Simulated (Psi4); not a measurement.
Psi4 1.11, unrestricted TPSS/def2-tzvp: silicon dioxide molecule anion (O=[Si]=O), charge -1, multiplicity 2, 3 atoms. The geometry is a generated start, not checked to be a minimum at this level.

```
Item                                 Result
--------------------------  ---------------
task                                 energy
method                                 tpss
basis                             def2-tzvp
memory                                 3 GB
maxiter                                 100
keys of the molecule block      symmetry c1
scf_type                       df (default)
e_convergence               1e-06 (default)
d_convergence               1e-06 (default)
dft_radial_points              75 (default)
dft_spherical_points          302 (default)
basis functions                          99
grid points                           65302
```

```xyz
3

O     -1.4903     0.0499     0.0187
Si     0.0001     0.0045     0.0000
O      1.4902    -0.0544    -0.0187
```

Charge -1 and multiplicity 2 are set for this test and not shown to be the ground state.

With the defaults (diis = true, scf_initial_accelerator = adiis, damping_percentage = 0, guess = auto, which took SAD, level_shift = 0, level_shift_cutoff = 0.01, diis_start = 1, diis_max_vecs = 10) it converges in 9 SCF iterations. One run each on 2 threads, with these changes:
- damping_percentage = 20
- guess = sapgau
- guess = core
- guess = sadno
- guess = sap
- diis_start = 4
- diis = false, scf_initial_accelerator = none, damping_percentage = 60
- diis_max_vecs = 3
- level_shift = 0.5, level_shift_cutoff = 0.001

Q: Name the settings that don't reach the solution of the defaults.

A: No convergence: diis = false, scf_initial_accelerator = none, damping_percentage = 60 (the run ends without SCF convergence in 100 iterations). The rest reach the solution of the defaults.

```
setting                                                                SCF iterations             end
---------------------------------------------------------------------  --------------  --------------
the defaults                                                                        9   same solution
guess = sadno                                                                      10   same solution
level_shift = 0.5, level_shift_cutoff = 0.001                                      10   same solution
guess = sap                                                                        10   same solution
guess = sapgau                                                                     10   same solution
diis_max_vecs = 3                                                                  12   same solution
diis_start = 4                                                                     15   same solution
guess = core                                                                       16   same solution
damping_percentage = 20                                                            21   same solution
diis = false, scf_initial_accelerator = none, damping_percentage = 60             100  no convergence
```

1 further run of the study ended by our limits or in an error and is left out.
